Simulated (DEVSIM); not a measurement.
Device: Ru/SiO2/p-Si capacitor, at 300 K.

Layer 1 from the left is SiO2, thickness (nm) 12.0. Layer 2 from the left is Si, thickness (nm) 3100, Na (cm⁻³) 3.4e16.

Metal gate on the left, work function 4.7 eV. Fixed charge at the semiconductor interface 0 cm⁻² (in units of +e); no interface traps.

The device is made up for the run: typed textbook-type constants, with dimensions and the other settings drawn at random. Values at 300 K.

SiO2: gap (eV) 9, affinity (eV) 0.9, permittivity 3.9. Si: gap (eV) 1.124, affinity (eV) 4.05, permittivity 11.7, Nc (cm⁻³) 2.86e19, Nv (cm⁻³) 3.1e19.

Task: Estimate by hand the flat-band voltage, the threshold voltage, and compare with a numerical solution.

Result: 
- Flat-band voltage: C = 0.288 μF/cm², work-function difference -0.298 V; VFB = φms − qNf/C = -0.30 V; numerical -0.30 V.
- Threshold voltage: φF = 0.387 V, depletion charge √(4εqNφF) = 9.34e-8 C/cm²; VT = VFB + 2φF + Qd/C = 0.80 V; numerical 0.80 V.

DEVSIM, 1D Poisson equation in equilibrium, Boltzmann statistics, complete ionisation; no quantum confinement or tunnelling. Metal contacts follow the ideal Schottky-Mott rule: no Fermi-level pinning, no interface dipoles.
